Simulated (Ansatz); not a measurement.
Consider the following.

```xyz
2
Lattice="0.0000 2.2569 2.2569 2.2569 0.0000 2.2569 2.2569 2.2569 0.0000" Properties=species:S:1:pos:R:3 pbc="T T T"
N      3.3853     3.3853     3.3853
Ga     0.0000     0.0000     0.0000
```

A single point on GaN with a change (pressure −2 GPa), its geometry relaxed with r2SCAN.

Method: plane-wave PAW DFT at the HSE06 level (Ansatz, a first-principles code, 420 eV), spin-orbit coupling included, earlier PAW set. k-mesh 8×8×8 (Γ-centred); smearing 0.01 eV (Fermi–Dirac).

Task: Predict the valence-band top at Γ and band gap.

Result: The valence-band top at Γ (three highest Kramers pairs, from the VBM) comes out as 0.00, 0.00, -0.02 eV and the band gap is 2.92 eV.

Single points use the geometry relaxed with r2SCAN. Load acts through the strain it causes; cell and atoms are relaxed under it. No phonon test of stability was made. The cell was made from GaN in the zinc blende structure (space group F-43m, No. 216) by this change: pressure −2 GPa. This is not the structure that GaN has at room temperature and ambient pressure.
